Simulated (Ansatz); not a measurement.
Start from Os in the hcp (Mg type) structure (space group P6_3/mmc, No. 194; a = 2.729 Å, c = 4.309 Å; relaxed with 0.1 eV smearing).

Structures relaxed with Ansatz (an electronic-structure program), PBEsol, PAW, cutoff 420 eV, spin-orbit coupling left out.

Base:

Simulated powder pattern, Co Kα, λ = 1.79026 Å (kinematic, ideal powder, no thermal factors, no anomalous dispersion; the 8 strongest lines at most, above 2 %, up to 2θ = 90°):

| 2θ (°) | I/Imax (%) | hkl |
|---|---|---|
| 44.51 | 25 | (100) |
| 49.10 | 25 | (002) |
| 51.19 | 100 | (101) |
| 68.41 | 15 | (102) |
| 81.99 | 19 | (110) |

One thing is altered: an isotropic linear strain of +3.00 %, atoms relaxed at fixed cell.

**Question.** Predict the new powder pattern.

**Answer.** 
Simulated powder pattern, Co Kα, λ = 1.79026 Å (kinematic, ideal powder, no thermal factors, no anomalous dispersion; the 8 strongest lines at most, above 2 %, up to 2θ = 90°):

```json
[
 {"2θ (°)": "43.15", "I/Imax (%)": "24", "hkl": "(100)"},
 {"2θ (°)": "47.58", "I/Imax (%)": "25", "hkl": "(002)"},
 {"2θ (°)": "49.59", "I/Imax (%)": "100", "hkl": "(101)"},
 {"2θ (°)": "66.16", "I/Imax (%)": "15", "hkl": "(102)"},
 {"2θ (°)": "79.12", "I/Imax (%)": "19", "hkl": "(110)"}
]
```

The indices refer to the base's conventional cell; one index is shown for lines that coincide.

Whether these cells are dynamically stable was not tested. All final runs are without spin polarisation.
